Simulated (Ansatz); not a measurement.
What biaxial strain −0.89 %, plane normal [001], relaxed out of plane does to CdS

Take CdS in the wurtzite structure (space group P6_3mc, No. 186; a = 4.164 Å, c = 6.769 Å) as the base. Axes: x lies along a and z along c of the hexagonal cell.

Modification: compressive biaxial strain of 0.89 % in the plane normal to [001], as in epitaxy on a mismatched substrate; the out-of-plane cell vector and the atoms relax.

Level of theory: DFT with r2SCAN, PAW potentials and a 500 eV plane-wave cutoff in Ansatz (a program for electronic structure), without spin-orbit coupling, earlier PAW set. k-mesh 9×9×5 (Γ-centred); smearing 0.05 eV (Fermi–Dirac).

The volume per atom drops by 0.24 Å³, from 25.41 Å³ to 25.17 Å³ and the space group stays P6_3mc (No. 186). The shortest interatomic distance shrinks by 0.016 bohr to 4.793 bohr and the pressure (mean of the normal stresses, compression positive) goes from zero to 0.57 GPa. The band gap decreases by 0.014 eV to 1.61 eV and the gap character remains direct at Γ. The width of the top valence band grows by 0.04 eV (1.66 eV → 1.70 eV) and the electron mass goes from 0.15 mₑ along c, 0.16 mₑ across (at Γ) to 0.15 mₑ out of plane, 0.16 mₑ in plane (at Γ). The valence-band top at Γ (three highest levels, from the VBM) goes from 0.00, 0.00, -0.04 eV to 0.00, 0.00, -0.10 eV and the out-of-plane strain comes out as +0.84 %. The ratio −ε⊥/ε∥ is 0.95 and the mean in-plane stress (compression positive) comes out as +0.8 GPa.

Effective masses come from finite differences of ±0.01 Å⁻¹. Stability against distortions was not tested.
